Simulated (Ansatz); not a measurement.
rock-salt TaC (0 0 1) on rock-salt MgO (0 0 1) (film strained to the substrate, started from cuts of the bulks and a machine-learned relaxation; slabs Mg8O8 and C6Ta6, which can lie off the formulas)

A periodic stack without vacuum, rock-salt TaC (0 0 1) on rock-salt MgO (0 0 1) (film strained to the substrate, started from cuts of the bulks and a machine-learned relaxation; slabs Mg8O8 and C6Ta6, which can lie off the formulas): substrate slab Mg8O8, film C6Ta6, surface cells [[1, 0], [1, 1]] and [[1, 0], [1, 1]], film strained by -5.0 and -5.0 %, outermost planes MgO/MgO and CTa/CTa as cut, which need not be the usual terminations and can put a slab off its formula.

The start was prepared with a machine-learned potential, and the result is one local minimum, with the in-plane cell held and forces under 0.04 eV/Å; the film can end far from its bulk form.

Method: PBE (plane waves to 420 eV, PAW; Ansatz, an electronic-structure program). Scalar-relativistic, without spin–orbit coupling; the runs are not spin-polarised; PBE gaps are too small against experiment. Its k-point mesh 10×10×1, Fermi–Dirac width 0.05 eV.

| Quantity | Value |
|---|---|
| interface area | 9.0 Å² |
| period | 30.92 Å |
| heights between the nearest atoms of the two slabs at the two interfaces | 2.27 and 2.27 Å |
| Mg–Ta contacts across the interfaces within 1.22 times the sum of covalent radii | 8, mean 3.24 Å |
| C–Mg contacts across the interfaces within 1.22 times the sum of covalent radii | 2, mean 2.27 Å |
| O–Ta contacts across the interfaces within 1.22 times the sum of covalent radii | 2, mean 2.44 Å |
| hole barrier (PBE) | 3.53 eV |
| electron barrier (PBE) | 0.93 eV |

```yaml
crystal:
  lattice:
    - [3.00819, 0.00114, 0.01252]
    - [-0.00024, 3.00713, -0.07107]
    - [-0.11443, 0.72332, 30.90718]
  atoms:
    - { symbol: Mg, position: [0.18399, 0.78987, 0.10496] }
    - { symbol: Mg, position: [0.68416, 0.28980, 0.03596] }
    - { symbol: Mg, position: [0.18382, 0.79006, 0.24259] }
    - { symbol: Mg, position: [0.68401, 0.28998, 0.17378] }
    - { symbol: Mg, position: [0.18360, 0.79019, 0.38021] }
    - { symbol: Mg, position: [0.68377, 0.29003, 0.31140] }
    - { symbol: Mg, position: [0.18337, 0.79013, 0.51802] }
    - { symbol: Mg, position: [0.68351, 0.28998, 0.44902] }
    - { symbol: O, position: [0.68403, 0.28988, 0.10493] }
    - { symbol: O, position: [0.18422, 0.78980, 0.03604] }
    - { symbol: O, position: [0.68382, 0.29003, 0.24257] }
    - { symbol: O, position: [0.18398, 0.78998, 0.17375] }
    - { symbol: O, position: [0.68361, 0.29014, 0.38019] }
    - { symbol: O, position: [0.18375, 0.79003, 0.31138] }
    - { symbol: O, position: [0.68333, 0.29018, 0.51791] }
    - { symbol: O, position: [0.18351, 0.79005, 0.44901] }
    - { symbol: C, position: [0.68355, 0.29033, 0.66667] }
    - { symbol: C, position: [0.18351, 0.79049, 0.59136] }
    - { symbol: C, position: [0.68390, 0.28999, 0.81240] }
    - { symbol: C, position: [0.18363, 0.79019, 0.74159] }
    - { symbol: C, position: [0.68426, 0.29005, 0.96262] }
    - { symbol: C, position: [0.18406, 0.78995, 0.88732] }
    - { symbol: Ta, position: [0.18355, 0.79033, 0.66728] }
    - { symbol: Ta, position: [0.68349, 0.29050, 0.59701] }
    - { symbol: Ta, position: [0.18388, 0.78999, 0.81569] }
    - { symbol: Ta, position: [0.68364, 0.29018, 0.73831] }
    - { symbol: Ta, position: [0.18428, 0.79005, 0.95700] }
    - { symbol: Ta, position: [0.68407, 0.28995, 0.88672] }
```
